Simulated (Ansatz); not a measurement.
Phonon-limited electron mobility of Si (Fd-3m) in cm²/(V·s), LDA, finite-displacement electron-phonon coupling, linearised Boltzmann equation (Ansatz, an electronic-structure program). Condition of this run: hydrostatic pressure 9 GPa (the target of the relaxation). Geometry: relaxed with this functional, without spin-orbit coupling.

```json
[
 {"Condition": "150 K", "μ": "7800"},
 {"Condition": "200 K", "μ": "4300"},
 {"Condition": "250 K", "μ": "[?]"},
 {"Condition": "300 K", "μ": "1740"},
 {"Condition": "350 K", "μ": "1220"},
 {"Condition": "400 K", "μ": "900"},
 {"Condition": "500 K", "μ": "539"},
 {"Condition": "600 K", "μ": "[?]"}
]
```

Task: Some entries are withheld; supply them.

Result: 
- 250 K, μ: 2600
- 600 K, μ: 355

Task: What exponent p of μ ∝ T^−p fits 200 to 400 K (along x)?

Result: p ≈ 2.3; acoustic deformation-potential scattering alone gives 1.5.

Scattering by harmonic phonons alone: no impurities, screening or carrier-carrier scattering, bands fixed at 0 K. From a coarser fine mesh the values given move by up to 6 %. The mesh was bound by memory.
